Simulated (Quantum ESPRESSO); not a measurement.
A self-consistent single point of Ni (Fm-3m, 1 atom in the cell) with Quantum ESPRESSO.

Method: PBE, PSlibrary PAW (PBE) pseudopotentials (plane waves; Quantum ESPRESSO 7.5).

```
CELL_PARAMETERS angstrom
      0.00000     1.75472     1.75472
      1.75472     0.00000     1.75472
      1.75472     1.75472     0.00000
ATOMIC_POSITIONS crystal
  Ni 0.00000 0.00000 0.00000
```
Moments meant for the start (each program seeds them in its own way; μB, in the order of the atoms Ni): 1.0.

Reference input (self-consistent single point, DFT, PBE, plane waves, PSlibrary PAW (PBE) pseudopotentials): ecutwfc = 50 Ry; ecutrho = 300 Ry; occupations = smearing; smearing = gauss; degauss = 0.0073499 Ry; nspin = 2; potentials = {Ni: Ni.pbe-n-kjpaw_psl.1.0.0.UPF}; K_POINTS = automatic 16 16 16 0 0 0; conv_thr = 1e-10 Ry; mixing_beta = 0.3. This run's input differs from it in these lines:

```diff
@@ -33,3 +33,3 @@
 K_POINTS {automatic}
-16 16 16  0 0 0
+9 9 9  1 1 1
```

Output (repeated stretches shortened):

```
     Self-consistent Calculation

     iteration #  1     ecut=    50.00 Ry     beta= 0.30

     Threshold (ethr) on eigenvalues was too large:
     Diagonalizing with lowered threshold

     total energy              =    -185.70258435 Ry
     estimated scf accuracy    <       0.00369878 Ry

     total magnetization       =     0.65 Bohr mag/cell
     absolute magnetization    =     0.66 Bohr mag/cell

     iteration #  2     ecut=    50.00 Ry     beta= 0.30

     total energy              =    -185.70377839 Ry
     estimated scf accuracy    <       0.00124092 Ry

     total magnetization       =     0.65 Bohr mag/cell
   [... lines left out ...]

     total magnetization       =     0.64 Bohr mag/cell
     absolute magnetization    =     0.67 Bohr mag/cell

   [... 7 blocks of this kind left out ...]

     iteration # 11     ecut=    50.00 Ry     beta= 0.30

     total energy              =    -185.70500620 Ry
     estimated scf accuracy    <          1.4E-10 Ry

     total magnetization       =     0.63 Bohr mag/cell
     absolute magnetization    =     0.72 Bohr mag/cell

     iteration # 12     ecut=    50.00 Ry     beta= 0.30

     Magnetic moment per site  (integrated on atomic sphere of radius R)
     atom   1 (R=0.412)  charge=  8.7008  magn=  0.6702
     End of self-consistent calculation

     Number of k-points >= 100: set verbosity='high' to print the bands.

     the Fermi energy is    13.8181 ev

!    total energy              =    -185.70500620 Ry
     estimated scf accuracy    <          6.6E-12 Ry
     smearing contrib. (-TS)   =      -0.00058972 Ry
     internal energy E=F+TS    =    -185.70441647 Ry

     total magnetization       =     0.63 Bohr mag/cell
     absolute magnetization    =     0.72 Bohr mag/cell

     convergence has been achieved in  12 iterations

     Forces acting on atoms (cartesian axes, Ry/au):

     atom    1 type  1   force =     0.00000000    0.00000000    0.00000000

     Total force =     0.000000     Total SCF correction =     0.000000

          total   stress  (Ry/bohr**3)                   (kbar)     P=        9.36
   0.00006363  -0.00000000  -0.00000000            9.36       -0.00       -0.00
  -0.00000000   0.00006363   0.00000000           -0.00        9.36        0.00
  -0.00000000   0.00000000   0.00006363           -0.00        0.00        9.36

   JOB DONE.
```

The run converged in 12 iterations. Against the reference run the free energy drops by 1.3 meV/atom, the pressure goes from 0.82 to 0.94 GPa and the size of the net moment goes from 0.60 to 0.63 μB/atom.

The starting cell has typed, rounded lattice constants, without a prior relaxation at this level. Its lattice was rescaled by up to half a per cent. With one magnetic atom in the cell only a parallel order is possible.
